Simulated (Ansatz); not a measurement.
Results of G0W0@PBEsol (plane waves, hard PAW, contour deformation, complete-basis limit; Ansatz, a program for electronic structure) for KAsF6 (R-3, No. 148, 8 atoms in the cell; start COD 2003120).

Numerical settings: largest k mesh 4×4×4 (not extrapolated in the mesh).

Cell (measured lattice):

Space group R-3, hexagonal axes (No. 148); a = b = 7.3480 Å, c = 7.2740 Å, α = β = 90.00°, γ = 120.00°

```json
[
 {"atom": "K", "site": "3b", "symmetry": "-3.", "x": "0.0000", "y": "0.0000", "z": "0.5000"},
 {"atom": "As", "site": "3a", "symmetry": "-3.", "x": "0.0000", "y": "0.0000", "z": "0.0000"},
 {"atom": "F", "site": "18f", "symmetry": "1", "x": "0.1292", "y": "0.2165", "z": "0.1381"}
]
```
(The calculation used a cell of 8 atoms; values per cell refer to that cell.)

Q: Give the computed band gap.

A: 
* **band gap**: 11.09 eV (direct)

Note: the file's cell can be that of a phase stable at another temperature; cell and atoms aren't relaxed at this level; the gap holds a correction of +0.24 eV to the complete basis.

Spin–orbit coupling is not included.

Computed values are for the static lattice.
